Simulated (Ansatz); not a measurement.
# MgS: band gap against strain

MgS (rock salt, Fm-3m, 17.607 Å³/atom and stress up to 0.01 GPa in the relaxed cell, cube axes along x, y and z) under an engineering shear γ in the xy plane. r2SCAN in Ansatz, a plane-wave DFT program (PAW, default set), 500 eV, 11×11×11 Γ-centred mesh, Fermi-Dirac smearing 0.05 eV; ions are relaxed, or left where forces stay under 0.02 eV/Å, within the symmetry of each cell. Gaps are the smallest over the k-mesh and a band path, without spin-orbit coupling; in all rows the valence edge lies at Γ and the conduction edge at about 1.2 Å⁻¹ from Γ.

Here s stands for strain and Eg for gap.

```
strain (%)  gap (eV)
----------  --------
0.00            3.46
0.58            3.43
1.14            3.40
1.72            3.37
4.00               ?
```

**Question.** Fit Eg against s with a straight line, and predict the withheld value at s = 4.00.

**Answer.** Means: s 0.86000, Eg 3.415. About the means, the sum of products is -0.085800 and the sum of squares of s is 1.6360; the slope is their ratio. Least squares gives Eg = 3.460 - 0.0524·s. Residuals (row less fit): 0.000, 0.000, 0.000, 0.000; standard error 0.000 (degrees of freedom: 2). Over these rows the gap moves by -5.24 ± 0.03 eV per unit strain. At the withheld row, Eg = 3.460 - 0.0524 × 4.00 = 3.250 eV. The calculation gives 3.19 eV, 0.060 eV below the prediction (22.2 % of the range of Eg in the table). The row lies outside the fitted rows, so this is an extrapolation. The scatter of the fitted rows lies at the last printed digit.

A polynomial of degree 2 through the 7 other runs of the series gives 3.19 there, so most of the miss is curvature that the fit leaves out. Rows are the converged runs of the series near zero and its far end, less any whose ions stayed unrelaxed beside relaxed ones; series whose fitted rows scatter by over a few per cent of the range, as at a crossing or softening among them, aren't shown in this form. Most that stay on the fit to the last digits aren't either.
